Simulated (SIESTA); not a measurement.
SIESTA is run on Zr₂Al₃C₄ (P1, 18 atoms in the cell), and the run fails. The aim is a self-consistent single point with DFT, GGA PBEsol, numerical atomic orbitals TZP, PseudoDojo PBEsol standard norm-conserving potentials (rewritten from UPF to PSML).

Cell that was meant: a = 3.3456 Å, b = 3.3456 Å, c = 22.2253 Å, α = 90.00°, β = 90.00°, γ = 120.00°.

Part of the input:

```
XC.authors                   PBEsol
PAO.BasisSize                TZP
PAO.EnergyShift              0.005 Ry
MeshCutoff                   350
%block kgrid.MonkhorstPack
    8   0   0  0.0
    0   8   0  0.0
```

Output, abridged:

```
reinit: Reading from file input.fdf

reinit: System Name: Zr2Al3C4
reinit: System Label: Zr2Al3C4

coor:   Atomic-coordinates input format  =     Fractional

siesta: Atomic coordinates (Bohr) and species
siesta:      0.01732   3.67315   2.45917  1        1
siesta:      3.14073   1.90707  39.53295  1        2
siesta:      3.17607   1.88950  23.51454  1        3
siesta:      0.00125   3.64414  18.60313  1        4
siesta:      0.00233  -0.03673  14.34704  2        5
siesta:     -0.00971   0.10582  27.76542  2        6
siesta:      0.04246  -0.00796  35.32441  2        7
siesta:     -0.01330  -0.00699   6.68082  2        8
siesta:      3.20173   1.76013  10.46265  2        9
siesta:     -0.05039   3.63849  31.44615  2       10
siesta:      3.13082   1.76070  15.66621  3       11
siesta:      0.01484   3.58573  26.32289  3       12
siesta:     -0.00422   3.72321  36.57323  3       13
siesta:      3.15285   1.82989   5.39634  3       14
siesta:     -0.04972  -0.02606   0.04070  3       15
siesta:      0.02463  -0.05269  20.93562  3       16
siesta:      0.01600   0.00099  10.40586  3       17
siesta:      0.01205  -0.01198  31.52091  3       18

siesta: System type = bulk

initatomlists: Number of atoms, orbitals, and projectors:     18   338   244

siesta: ******************** Simulation parameters ****************************
redata: Spin configuration                          = none
redata: Time-Reversal Symmetry                      = T
redata: Number of Atomic Species                    =        3
ERROR

FDF module: fdf_physical:  no unit specified for MeshCutoff

     File: fdf.F90
     Line:  2144
Note: The following floating-point exceptions are signalling: IEEE_INVALID_FLAG IEEE_OVERFLOW_FLAG
STOP Stopping Program
```

From the messages shown, name the fault and mend the input.

The fault is an energy without its unit. The key takes a value and a unit. To fix it, add the unit. The program stopped before any SCF iteration.

An input that runs soundly differs in these lines (not the only fix; some lines may just follow from the change or write a value another way):
```diff
-MeshCutoff                   350
+MeshCutoff                   350 Ry
```

With that input, the run converged in 25 iterations: free energy E − TS -7199.3627 eV; Fermi level (on the code's own zero) -6.54 eV; pressure -0.34 GPa; largest force (vector length) 1.302 eV/Å (DFT, GGA PBEsol, numerical atomic orbitals TZP, PseudoDojo PBEsol standard norm-conserving potentials (rewritten from UPF to PSML)).

On the sound input: the starting cell comes from a database of computed structures (which also holds hypothetical and non-ambient phases and stackings), without a prior relaxation at this level. Its atoms were displaced at random from the sites of space group no. 194. Values carry the incompleteness of an atom-centred basis. Forces in this geometry exceed 1 eV/Å.
